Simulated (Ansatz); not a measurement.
CsI under a change: pressure 50 GPa

The parent structure is CsI in the CsCl type structure (space group Pm-3m, No. 221; a = 4.6669 Å).

Now apply this change: a hydrostatic pressure of 50 GPa.

Computed with DFT with PBE, PAW potentials and a 420 eV plane-wave cutoff in Ansatz (a quantum-chemistry and plane-wave program), scalar-relativistic without spin-orbit coupling. Settings: 7×7×7 k-points, 0.05 eV Fermi–Dirac smearing.

```json
[
 {"quantity": "volume per atom", "base": "50.82 Å³", "changed": "23.71 Å³", "shift": "-27.11 Å³"},
 {"quantity": "density", "base": "4.24 g/cm³", "changed": "9.10 g/cm³", "shift": "+4.852 g/cm³"},
 {"quantity": "enthalpy H = E + PV relative to the base's energy", "base": "–", "changed": "+9.42 eV/atom", "shift": "–"},
 {"quantity": "band gap", "base": "3.69 eV", "changed": "1.08 eV", "shift": "-2.604 eV"},
 {"quantity": "gap character", "base": "indirect, M → Γ", "changed": "direct at Γ", "shift": "–"},
 {"quantity": "electron mass (degenerate bands, along [100])", "base": "–", "changed": "0.14, 1.2 mₑ (at Γ)", "shift": "–"},
 {"quantity": "hole mass (degenerate bands, along [100])", "base": "–", "changed": "0.14, 0.64, 0.64 mₑ (at Γ)", "shift": "–"}
]
```

Final structure:

```xyz
2
Lattice="3.6198 0.0000 0.0000 0.0000 3.6198 0.0000 0.0000 0.0000 3.6198" Properties=species:S:1:pos:R:3 pbc="T T T"
Cs     0.0000     0.0000     0.0000
I      1.8099     1.8099     1.8099
```

Cost of the whole job for the changed cell (relaxation, final SCF and bands): around 10 core-seconds (rough).

With I present, leaving out spin-orbit coupling can change the band edges. Load acts through the strain it causes; cell and atoms are relaxed under it. Masses are band curvatures over ±0.01 Å⁻¹ around the edge. Whether these cells are dynamically stable was not tested. No other phases were tried under pressure.
